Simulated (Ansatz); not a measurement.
**Response to strain in LiNbO3**

The reference is LiNbO₃ (space group R3c, No. 161).

```
CELL_PARAMETERS angstrom
      2.56874     1.48306     4.62825
     -2.56874     1.48306     4.62825
      0.00000    -2.96613     4.62825
ATOMIC_POSITIONS crystal
  Li 0.70218 0.70218 0.70218
  Li 0.20218 0.20218 0.20218
  Nb 0.98418 0.98418 0.98418
  Nb 0.48418 0.48418 0.48418
  O  0.62231 0.87636 0.26469
  O  0.87636 0.26469 0.62231
  O  0.26469 0.62231 0.87636
  O  0.76469 0.37636 0.12231
  O  0.37636 0.12231 0.76469
  O  0.12231 0.76469 0.37636
```

Cartesian axes are those of the cell as printed.

Strains are applied to the cell and any free atomic positions relax; under stress the whole cell relaxes.

All numbers come from r2SCAN (Ansatz, an electronic-structure program, PAW, no SOC).

Notes on the quantities. band gap: an upper bound: an edge found on the path is not a true extremum; the base alone; energy relative to the base: free energy F.

```tsv
variant	band gap	energy relative to the base	shortest interatomic distance
base	4.00 eV	0 meV/atom	1.879 Å
isotropic strain −4.45 %	4.14 eV	…	1.861 Å
uniaxial strain ε_xx = −0.35 %	4.00 eV	+0.1 meV/atom	1.877 Å
uniaxial stress, 0.5 GPa tension along x	4.00 eV	0.0 meV/atom	1.877 Å
uniaxial stress, 1 GPa compression along x	4.00 eV	+0.2 meV/atom	…
```

Question: What belongs in the blanks?

Answer: 
- isotropic strain −4.45 %, energy relative to the base: +81 meV/atom
- uniaxial stress, 1 GPa compression along x, shortest interatomic distance: 1.874 Å

Stability under load was not tested beyond the relaxation.
